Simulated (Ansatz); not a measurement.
## alpha cristobalite (1 0 1) on ferroelectric LiNbO3 (0 0 1) (film strained to the substrate, started from cuts of the bulks and a machine-learned relaxation; slabs Li12Nb12O36 and Si10O20, which can lie off the formulas)

A periodic stack without vacuum, alpha cristobalite (1 0 1) on ferroelectric LiNbO3 (0 0 1) (film strained to the substrate, started from cuts of the bulks and a machine-learned relaxation; slabs Li12Nb12O36 and Si10O20, which can lie off the formulas): substrate slab Li12Nb12O36, film Si10O20, surface cells [[-1, 1], [-1, -1]] and [[0, 1], [-1, 0]], film strained by +2.1 and +3.0 %, outermost planes O/Li and OSi/OSi as cut, which need not be the usual terminations and can put a slab off its formula.

The start was prepared with a machine-learned potential, and the result is one local minimum, with the in-plane cell held and forces under 0.04 eV/Å; the film can end far from its bulk form.

Computed with PBE (plane waves to 420 eV, PAW; Ansatz, a first-principles code). Spin–orbit coupling is left out; the runs are not spin-polarised; PBE gaps are too small against experiment. Its k-point mesh 3×5×1, Fermi–Dirac width 0.05 eV.

| Quantity | Result |
|---|---|
| interface area | 46.7 Å² |
| period | 25.71 Å |
| heights between the nearest atoms of the two slabs at the two interfaces | -0.13 and -0.10 Å |
| Li–O contacts across the interfaces within 1.22 times the sum of covalent radii | 3, mean 1.86 Å |
| Nb–Si contacts across the interfaces within 1.22 times the sum of covalent radii | 3, mean 3.04 Å |
| Nb–O contacts across the interfaces within 1.22 times the sum of covalent radii | 3, mean 2.08 Å |
| O–Si contacts across the interfaces within 1.22 times the sum of covalent radii | 2, mean 1.61 Å |
| two interfaces | unlike, so that offsets are their mean |

```yaml
crystal:
  lattice:
    - [8.99067, -0.00006, 0.08043]
    - [-0.00082, 5.19068, 0.02893]
    - [-1.26673, 1.43285, 25.70682]
  atoms:
    - { symbol: Li, position: [0.50920, 0.45874, 0.12071] }
    - { symbol: Li, position: [0.08079, 0.84084, 0.04867] }
    - { symbol: Li, position: [0.54095, 0.00563, 0.54380] }
    - { symbol: Li, position: [0.94016, 0.35099, 0.60856] }
    - { symbol: Nb, position: [0.67676, 0.81961, 0.03360] }
    - { symbol: Nb, position: [0.35230, 0.35979, 0.02760] }
    - { symbol: Nb, position: [0.30431, 0.95376, 0.15760] }
    - { symbol: Nb, position: [0.83426, 0.45802, 0.15377] }
    - { symbol: O, position: [0.88858, 0.94294, 0.00657] }
    - { symbol: O, position: [0.50610, 0.59298, 0.04740] }
    - { symbol: O, position: [0.65759, 0.67922, 0.96306] }
    - { symbol: O, position: [0.26315, 0.99259, 0.01471] }
    - { symbol: O, position: [0.67481, 0.25987, 0.14200] }
    - { symbol: O, position: [0.15749, 0.78888, 0.12448] }
    - { symbol: O, position: [0.57551, 0.10984, 0.03102] }
    - { symbol: O, position: [0.17503, 0.50405, 0.03367] }
    - { symbol: O, position: [0.77632, 0.73213, 0.10058] }
    - { symbol: O, position: [0.33405, 0.24256, 0.10730] }
    - { symbol: O, position: [0.46979, 0.78035, 0.14522] }
    - { symbol: O, position: [0.97904, 0.29288, 0.12595] }
    - { symbol: Li, position: [0.32654, 0.97582, 0.27323] }
    - { symbol: Li, position: [0.81882, 0.46357, 0.27073] }
    - { symbol: Li, position: [0.62707, 0.96364, 0.18324] }
    - { symbol: Li, position: [0.15357, 0.44480, 0.10698] }
    - { symbol: Nb, position: [0.48746, 0.46996, 0.25227] }
    - { symbol: Nb, position: [0.99360, 0.95231, 0.24986] }
    - { symbol: Nb, position: [0.67701, 0.94851, 0.34872] }
    - { symbol: Nb, position: [0.16508, 0.42434, 0.34637] }
    - { symbol: O, position: [0.16049, 0.08017, 0.22003] }
    - { symbol: O, position: [0.65420, 0.61929, 0.22679] }
    - { symbol: O, position: [0.45785, 0.16884, 0.21983] }
    - { symbol: O, position: [0.94637, 0.66068, 0.21643] }
    - { symbol: O, position: [0.52188, 0.75571, 0.32549] }
    - { symbol: O, position: [0.01747, 0.24278, 0.31692] }
    - { symbol: O, position: [0.33198, 0.67953, 0.23184] }
    - { symbol: O, position: [0.84737, 0.17684, 0.22675] }
    - { symbol: O, position: [0.64606, 0.26816, 0.31689] }
    - { symbol: O, position: [0.13840, 0.75658, 0.31895] }
    - { symbol: O, position: [0.83835, 0.81253, 0.31947] }
    - { symbol: O, position: [0.33806, 0.31227, 0.31895] }
    - { symbol: Li, position: [0.71863, 0.87670, 0.47097] }
    - { symbol: Li, position: [0.19316, 0.39933, 0.47708] }
    - { symbol: Li, position: [0.50191, 0.42532, 0.36117] }
    - { symbol: Li, position: [0.00779, 0.91968, 0.36794] }
    - { symbol: Nb, position: [0.34697, 0.92302, 0.44470] }
    - { symbol: Nb, position: [0.87673, 0.36277, 0.45050] }
    - { symbol: Nb, position: [0.53708, 0.41144, 0.47149] }
    - { symbol: Nb, position: [0.04281, 0.85150, 0.53999] }
    - { symbol: O, position: [0.51958, 0.09426, 0.41586] }
    - { symbol: O, position: [0.03018, 0.51965, 0.41547] }
    - { symbol: O, position: [0.83397, 0.07385, 0.41430] }
    - { symbol: O, position: [0.36692, 0.58230, 0.41963] }
    - { symbol: O, position: [0.37931, 0.19487, 0.49930] }
    - { symbol: O, position: [0.88541, 0.67991, 0.51213] }
    - { symbol: O, position: [0.69896, 0.56664, 0.42444] }
    - { symbol: O, position: [0.19685, 0.09420, 0.40873] }
    - { symbol: O, position: [0.52580, 0.71836, 0.50410] }
    - { symbol: O, position: [0.01328, 0.19424, 0.50777] }
    - { symbol: O, position: [0.20534, 0.76054, 0.50276] }
    - { symbol: O, position: [0.69517, 0.21711, 0.50467] }
    - { symbol: Si, position: [0.10980, 0.80408, 0.64894] }
    - { symbol: Si, position: [0.62143, 0.37053, 0.63908] }
    - { symbol: Si, position: [0.54566, 0.16843, 0.76105] }
    - { symbol: Si, position: [0.45569, 0.93377, 0.65270] }
    - { symbol: O, position: [0.28002, 0.91136, 0.66150] }
    - { symbol: O, position: [0.10182, 0.59362, 0.60334] }
    - { symbol: O, position: [0.54484, 0.12262, 0.69573] }
    - { symbol: O, position: [0.01705, 0.02665, 0.61247] }
    - { symbol: O, position: [0.50543, 0.14840, 0.60615] }
    - { symbol: O, position: [0.04241, 0.69057, 0.70310] }
    - { symbol: O, position: [0.52235, 0.64543, 0.64583] }
    - { symbol: O, position: [0.37379, 0.13146, 0.77322] }
    - { symbol: Si, position: [0.70628, 0.65114, 0.80154] }
    - { symbol: Si, position: [0.22457, 0.15919, 0.80757] }
    - { symbol: Si, position: [0.24914, 0.13195, 0.92958] }
    - { symbol: Si, position: [0.04654, 0.67607, 0.76831] }
    - { symbol: O, position: [0.87810, 0.61648, 0.78525] }
    - { symbol: O, position: [0.60689, 0.46035, 0.76381] }
    - { symbol: O, position: [0.27670, 0.09693, 0.86687] }
    - { symbol: O, position: [0.65834, 0.95117, 0.78550] }
    - { symbol: O, position: [0.10224, 0.95599, 0.78544] }
    - { symbol: O, position: [0.66585, 0.58168, 0.86009] }
    - { symbol: O, position: [0.15812, 0.44902, 0.79194] }
    - { symbol: O, position: [0.07102, 0.17053, 0.93221] }
    - { symbol: Si, position: [0.91213, 0.03828, 0.94627] }
    - { symbol: Si, position: [0.75556, 0.57498, 0.91841] }
    - { symbol: O, position: [0.35208, 0.36042, 0.95038] }
    - { symbol: O, position: [0.30079, 0.86862, 0.96687] }
    - { symbol: O, position: [0.89260, 0.78471, 0.90969] }
    - { symbol: O, position: [0.79629, 0.27049, 0.92631] }
```
